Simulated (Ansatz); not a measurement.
The reference is CrI3 in the BiI3 type structure (space group R-3, No. 148; a = 6.818 Å, c = 19.478 Å (hexagonal axes); ferromagnetic; layered, stacked along the Cartesian z axis).

Computed with PBE-D3(BJ)/PAW in Ansatz (a first-principles code), spin-orbit coupling left out.

Base values:

The largest site moment is 2.92 μB and the width of the top valence band is 0.73 eV. The magnetic state is ferromagnetic.

The change: cell and atoms relaxed at a pressure of 3 GPa.

Q: What does the calculation give for the largest site moment after the change?

A: The largest site moment decreases by 0.06 μB to 2.86 μB.

Q: Predict the new width of the top valence band.

A: The width of the top valence band rises by 0.26 eV (0.73 eV → 0.99 eV).

Q: What does the calculation give for the magnetic state after the change?

A: The magnetic state remains ferromagnetic.

Other magnetic orders, which the real material may have, were not ruled out. With I present, leaving out spin-orbit coupling can change the band edges. The levels and masses belong to the bands next to the band gap. Load acts through the strain it causes; cell and atoms are relaxed under it. No phonon test of stability was made.
